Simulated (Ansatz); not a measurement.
Consider BN in the zinc blende structure (space group F-43m, No. 216; a = 3.624 Å).

It is then changed as follows: cell and atoms relaxed at a pressure of 5 GPa.

All numbers come from plane-wave PAW DFT at the PBE level (Ansatz, a quantum-chemistry and plane-wave program, 420 eV), without spin-orbit coupling, earlier PAW set.

Base, band edges from the VBM (valence, conduction): X -4.87, 4.46; W -6.45, 9.57; L -1.93, 10.03; Γ 0.00, 8.79; K -4.05, 6.89; U -4.05, 6.89 eV.

### Question
Give the band edges at the high-symmetry points of the new zone, measured from its valence-band maximum.

### Answer
```csv
point,valence edge (eV),conduction edge (eV)
Γ,0.00,8.85
X,-4.93,4.47
U,-4.10,6.93
K,-4.10,6.93
L,-1.95,10.21
W,-6.54,9.63
```

The gap is 4.47 eV, indirect, Γ → X.

Load acts through the strain it causes; cell and atoms are relaxed under it. Stability against distortions was not tested. No other phases were tried under pressure.
